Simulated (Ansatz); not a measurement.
# Ge, response to strain

Start from Ge in the diamond structure (space group Fd-3m, No. 227).

```
CELL_PARAMETERS angstrom
      0.00000     2.83635     2.83635
      2.83635     0.00000     2.83635
      2.83635     2.83635     0.00000
ATOMIC_POSITIONS crystal
  Ge 0.50000 0.50000 0.50000
  Ge 0.75000 0.75000 0.75000
```

Cartesian axes are those of the cell as printed.

Strains are applied to the cell and any free atomic positions relax; under biaxial strain the out-of-plane vector relaxes too.

Computed with r2SCAN (Ansatz, a quantum-chemistry and plane-wave program; PAW; 500 eV plane waves; no spin-orbit coupling), earlier PAW set.

Notes on the quantities. pressure: mean of the normal stresses, compression positive.

| change | space group | pressure | band gap | shortest interatomic distance |
|---|---|---|---|---|
| base | Fd-3m (No. 227) | 0.01 GPa | 0.37 eV | 2.456 Å |
| biaxial strain +1.04 %, plane normal [001], relaxed out of plane | I4_1/amd (No. 141) | -0.92 GPa | 0.14 eV | 2.468 Å |
| biaxial strain +1.53 %, plane normal [001], relaxed out of plane | I4_1/amd (No. 141) | ? | zero | ? |
| biaxial strain +0.76 %, plane normal [110], relaxed out of plane | Imma (No. 74) | -0.86 GPa | 0.18 eV | 2.462 Å |
| biaxial strain +3.67 %, plane normal [110], relaxed out of plane | Imma (No. 74) | -3.5 GPa | zero | 2.485 Å |
| biaxial strain −2.08 %, plane normal [111], relaxed out of plane | R-3m (No. 166) | 2.74 GPa | 0.35 eV | 2.421 Å |
| biaxial strain +1.59 %, plane normal [111], relaxed out of plane | R-3m (No. 166) | -1.7 GPa | zero | 2.461 Å |
| isotropic strain −0.27 % | Fd-3m (No. 227) | 0.60 GPa | 0.44 eV | 2.450 Å |
| uniaxial strain ε_xx = +4.28 % | I4_1/amd (No. 141) | -2.6 GPa | zero | 2.492 Å |
| uniaxial strain ε_yy = −3.65 % | I4_1/amd (No. 141) | 2.90 GPa | 0.29 eV | 2.427 Å |

Q: Complete the table.

A: 
- biaxial strain +1.53 %, plane normal [001], relaxed out of plane, pressure: -1.3 GPa
- biaxial strain +1.53 %, plane normal [001], relaxed out of plane, shortest interatomic distance: 2.473 Å

A biaxial case was relaxed in a doubled cell and then solved in the primitive one. A case with no gap was solved on a k-mesh chosen for an insulator, which is coarse for it. No phonon test of stability was made. Gaps under 0.05 eV, about the width of the smearing, are given as zero. A zero or small gap of Ge under biaxial strain +1.04 %, plane normal [001], relaxed out of plane, Ge under biaxial strain +1.53 %, plane normal [001], relaxed out of plane, Ge under biaxial strain +0.76 %, plane normal [110], relaxed out of plane and Ge under biaxial strain +3.67 %, plane normal [110], relaxed out of plane can be the functional's error rather than a property of the material.
